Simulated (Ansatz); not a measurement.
Thickness series in Be

The reference is Be in the hcp (Mg type) structure (space group P6_3/mmc, No. 194; a = 2.263 Å, c = 3.563 Å). Axes: x lies along a and z along c of the hexagonal cell.

Free-standing slabs (1 atom(s) a layer) normal to the z axis with 15 Å of vacuum; in-plane cell held at bulk.

Level of theory: r2SCAN, PAW, 500 eV (Ansatz, a first-principles code; spin-orbit coupling left out), earlier PAW set.

Notes on the quantities. excess energy per area of both faces: slab less bulk energy over the cell's area: twice a surface energy; uncertain by up to 0.3 J/m²; layer's space group: with vacuum.

| change | excess energy per area of both faces | layer's space group | shortest interatomic distance |
|---|---|---|---|
| base | – | – | 2.209 Å |
| 1 layer | – | P6/mmm (No. 191) | 2.263 Å |
| 2 layers | 3.6 J/m² | P-3m1 (No. 164) | 2.263 Å |
| 3 layers | 3.7 J/m² | P-6m2 (No. 187) | 2.263 Å |
| 4 layers | 3.7 J/m² | P-3m1 (No. 164) | 2.237 Å |
| 5 layers | 3.7 J/m² | P-6m2 (No. 187) | 2.234 Å |
| 6 layers | 3.7 J/m² | P-3m1 (No. 164) | 2.228 Å |
| 7 layers | 3.7 J/m² | P-6m2 (No. 187) | 2.223 Å |

The excess energy carries the mismatch between the slab's and the bulk's meshes. Whether these cells are dynamically stable was not tested.
